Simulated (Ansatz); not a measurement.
## Worked example: self-consistent single point of Mg2Pd (I4/mmm, 3 atoms in the cell) in Ansatz

Level of theory: LDA (PW92), default PAW files made with PBE (plane waves; Ansatz, a quantum-chemistry and plane-wave program).

Input as run:

Ansatz 0.2 input:
```yaml
# Mg2Pd
crystal:
  lattice:
    - [-1.628125, 1.628125, 5.065316]
    - [1.628125, -1.628125, 5.065316]
    - [1.628125, 1.628125, -5.065316]
  atoms:
    - { symbol: Mg, position: [0.647220, 0.647220, 0.000000] }
    - { symbol: Mg, position: [0.352780, 0.352780, 0.000000] }
    - { symbol: Pd, position: [0.000000, 0.000000, 0.000000] }
basis:
  ecutwfc: 420.0
kpoints:
  mp_grid:
    grid: [14, 14, 14]
hamiltonian:
  xc: lda
  pseudopotentials:
    kind: paw
scf:
  occupations:
    method: fermi_dirac
    width: 0.1
output:
  forces: true
  eigenvalues: true
  stress: true
```

Output (repeated stretches shortened):

```
WARN ansatz: RAYON_NUM_THREADS=1 ignored (pool sized by the plan → 1); use --threads N
basis.fft_grid_basis auto: the FFT boxes are laid along the combinations [[1, 0, 1], [0, 1, 1], [0, 0, 1]] of the cell's own vectors, 3.256, 3.256 and 5.564 Å …
Pseudopotentials: kind: paw
Pseudopotential: Mg, paw, valence charge 10
Pseudopotential: Pd, paw, valence charge 18
Crystal: 3 atoms, lattice volume = 53.708 Å³
Basis set: ecut = 420 eV, 1037 PW (Γ), FFT grids on a1+a3, a2+a3, a3
Bands: 23, of which v1, the nominal top of the filled ones, is band 19 counted from 1 (18 counted from 0)
Symmetry: 16 space group operations
Space group: I4/mmm (ITA 139), of the structure as read, at distance tolerance 3.8e-5 Å
k-points: 244 of 2744
PAW frozen core: Mg, regenerated for the run's functional, and the local potential with it
PAW frozen core: Pd, regenerated for the run's functional, and the local potential with it
Initial density: superposition of atomic densities (neutral atoms: chi_scale 0, normalization atom), corrected by the library's trained network
Initial wavefunctions: pseudopotential atomic-orbital guess
Eigensolver: davidson
Functional: x = slater, c = lda
SCF iter   1: F=—  HF=-10649.340654 eV  |F-HF|=—  |Δ(HF+E_count)|=         —  Δρ=8.11e-3  dr2=1.88e-2  ethr=1.77e-3  ⟨swp⟩=5.0  Hψ=23107  notcnv=0
all-band conjugate gradients solve this SCF's bands
preconditioner: auto → Kerker (q_TF=auto, 2.575 Å⁻¹)
SCF iter   2: F=—  HF=-10649.330324 eV  |F-HF|=—  |Δ(HF+E_count)|=   1.03e-2  Δρ=3.00e-3  dr2=3.79e-3  ethr=4.95e-5  ⟨swp⟩=2.0  Hψ=11702  notcnv=0
SCF iter   3: F=—  HF=-10649.329308 eV  |F-HF|=—  |Δ(HF+E_count)|=   1.02e-3  Δρ=1.24e-3  dr2=9.98e-4  ethr=9.98e-6  ⟨swp⟩=2.1  Hψ=7451  notcnv=0
SCF iter   4: F=—  HF=-10649.329170 eV  |F-HF|=—  |Δ(HF+E_count)|=   1.38e-4  Δρ=4.61e-4  dr2=3.45e-4  ethr=2.63e-6  ⟨swp⟩=1.9  Hψ=6533  notcnv=0
SCF iter   5: F=—  HF=-10649.329099 eV  |F-HF|=—  |Δ(HF+E_count)|=   7.15e-5  Δρ=1.27e-4  dr2=8.35e-6  ethr=9.07e-7  ⟨swp⟩=1.8  Hψ=5923  notcnv=0
SCF iter   6: F=—  HF=-10649.329100 eV  |F-HF|=—  |Δ(HF+E_count)|=   1.14e-6  Δρ=2.95e-5  dr2=6.27e-7  ethr=2.20e-8  ⟨swp⟩=2.0  Hψ=7018  notcnv=0
SCF iter   7: F=-10649.329100 eV  HF=-10649.329100 eV  |F-HF|=4.40e-8  |Δ(HF+E_count)|=   7.48e-8  Δρ=8.96e-6  dr2=5.28e-8  ethr=2.63e-10  ⟨swp⟩=6.0  Hψ=22616  notcnv=0
SCF 1 converged in 7 iterations: F = -10649.329100 eV  dr2 = 5.28e-8
SCF converged after 7 iterations
Free energy (F): -10649.329100 eV
Harris-Foulkes:  -10649.329100 eV  (|F-HF|=4.40e-8)
Internal energy: -10649.292858 eV  (E = F + TS)
E sigma→0 (E₀):  -10649.310979 eV
Entropy (-TS):   -0.036242 eV (-12.081 meV/atom)
Fermi energy:    10.155971 eV
--- Per-component energies (eV) ---
  E_band       = -930.800701
  E_kinetic    = 667.453901
  E_local      = -5562.867496  (includes V_loc(G=0)·N_el)
  E_nonlocal   = 415.181721
  E_hartree    = 2112.909356
  E_xc         = -225.719050
  E_vxc        = -286.799017  (∫ρ·V_xc dr)
  E_paw        = -4165.467505  (= ΣΔE_a)
  E_vpaw       = -389.574823  (= ΣTr[D̂ρ^β])
  E_aug_tail   = 0.000185  (compensation charges beyond the density's cutoff)
  E_ewald      = -3891.765662
  E_core_change = 0.981692  (= ΣΔE_core)
  E_smearing   = -0.036242  (= −TS)
  E_closure    = 0.000000  (closes the sum)
  Σ components = -10649.329100   (vs F -10649.329100, Δ=0.00e0)
--- Forces (eV/Å), atoms counted from 1 ---
  atom   1  Mg    -0.00000000     0.00000000    -0.26118741
  atom   2  Mg    -0.00000000    -0.00000000     0.26118741
  atom   3  Pd     0.00000000    -0.00000000    -0.00000000
  max |Σ_I F_I| component: 6.94e-18 eV/Å
--- Stress (GPa, compression-positive) ---
       -4.629782       0.000000      -0.000000
        0.000000      -4.629782      -0.000000
        0.000000       0.000000      -4.408184
  P = ⅓ Tr σ = -4.5559 GPa (-45.559 kbar)
  The stress holds the Pulay correction. Without it, at fixed plane waves, as pw.x and ABINIT print it: P = -4.5665 GPa
--- Band table (eV; the first three rows and the last of 244) ---
  k-point 0: bands = ["-74.0960", "-64.6204", "-64.6160", "-39.8923", "-39.8789", "-39.8789", "-32.0787", "-32.0408", "-32.0375", "-32.0375", "-32.0288", "-32.0288", "2.7954", "6.0582", "6.4356", "7.6521", "7.6521", "8.0212", "9.0116", "10.4576", [...]
  k-point 1: bands = ["-74.0958", "-64.6203", "-64.6160", "-39.8921", "-39.8804", "-39.8804", "-32.0781", "-32.0425", "-32.0383", "-32.0362", "-32.0300", "-32.0293", "2.9516", "6.1530", "6.4943", "7.4739", "7.5936", "7.9427", "9.3370", "10.5078", [...]
  k-point 2: bands = ["-74.0954", "-64.6199", "-64.6160", "-39.8914", "-39.8846", "-39.8846", "-32.0766", "-32.0451", "-32.0404", "-32.0345", "-32.0335", "-32.0307", "3.4117", "6.4133", "6.6715", "7.1820", "7.4314", "7.7203", "10.0568", "10.6788", [...]
  k-point 243: bands = ["-74.0960", "-64.6191", "-64.6173", "-39.8923", "-39.8789", "-39.8789", "-32.0600", "-32.0596", "-32.0386", "-32.0386", "-32.0277", "-32.0277", "3.9684", "4.5919", "6.4172", "7.1117", "7.6819", "7.6819", "8.0227", "15.4103", [...]
```

The run converged in 7 iterations.

The starting cell comes from a database of computed structures (which also holds hypothetical and non-ambient phases and stackings), without a prior relaxation at this level. Its lattice was rescaled by up to half a per cent. Spin polarisation is off. With a pressure of about -5 GPa the cell is away from its equilibrium volume at this level. Ansatz's pressure includes its estimate of the finite-basis (Pulay) stress.
